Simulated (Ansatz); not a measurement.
## Pressure series in hypothetical zinc blende YSb

The reference is YSb in the zinc blende structure (space group F-43m, No. 216; a = 6.951 Å; a hypothetical phase, not in the database extracts checked).

Cell and atoms are relaxed at each pressure.

All numbers come from plane-wave PAW DFT at the PBE level (Ansatz, an electronic-structure program, 420 eV), scalar-relativistic without spin-orbit coupling.

```tsv
case	shortest interatomic distance	density	band gap
base	301.0 pm	4.17 g/cm³	1.46 eV
pressure −2 GPa	307.1 pm	3.92 g/cm³	1.52 eV
pressure −1 GPa	303.9 pm	4.05 g/cm³	1.49 eV
pressure 0.9 GPa	298.7 pm	4.26 g/cm³	1.44 eV
pressure 2.1 GPa	295.9 pm	4.38 g/cm³	1.41 eV
pressure 4.5 GPa	291.2 pm	4.60 g/cm³	1.35 eV
pressure 9 GPa	284.2 pm	4.95 g/cm³	1.23 eV
pressure 15 GPa	277.0 pm	5.35 g/cm³	1.09 eV
pressure 22.5 GPa	270.1 pm	5.77 g/cm³	0.92 eV
pressure 30 GPa	264.6 pm	6.13 g/cm³	0.76 eV
```

Spin-orbit coupling, missing from the scalar runs, can matter with Sb. Load acts through the strain it causes; cell and atoms are relaxed under it. No phonon test of stability was made. No other phases were tried under pressure.
